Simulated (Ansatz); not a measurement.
The starting structures come from a database of crystals and need not be the phases stable at ambient conditions.

The decay constant κ of evanescent states in the gap governs leakage through a thin film.

Data:

```
CELL_PARAMETERS angstrom
      3.85488     0.00000     0.00000
      0.00000     3.85488     0.00000
      1.92744     1.92744     2.80758
ATOMIC_POSITIONS crystal
  Ga 0.00000 0.00000 0.00000
  P  0.75000 0.25000 0.50000
```

Space group of this cell: I-4m2. The cell is strained (lengths along the current scaled by 1.03, ions clamped); by r2SCAN its mean pressure is -2.5 GPa.

Transport runs along the normal of the first two printed cell vectors, the (001) (indices of the unstrained crystal) plane of the conventional cell.

The gap is the functional's own. No spin-orbit coupling. Mid-gap values are interpolated on the energy grid.

Predict the band gap and the smallest decay constant κ at mid-gap from r2SCAN (Ansatz, a first-principles code).

Gap 1.75 eV on a 10×10×10 mesh; κ = 0.129 1/Å, at the zone centre.
